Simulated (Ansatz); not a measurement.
The parent structure is AlRu in the CsCl type structure (space group Pm-3m, No. 221; a = 3.005 Å; relaxed with 0.1 eV smearing).

Calculations: PBE, PAW, 420 eV (Ansatz, a program for electronic structure; no spin-orbit coupling).

For the base:

| Quantity | Value |
|---|---|
| Pressure | 0.0 GPa |

Modification: an isotropic linear strain of +3.00 %, atoms relaxed at fixed cell.

Q: What happens to the pressure?

A: The pressure goes from zero to -14.8 GPa.

Q: Predict the new energy relative to the base.

A: The energy rises by 63 meV/atom.

No phonon test of stability was made. All final runs are without spin polarisation.
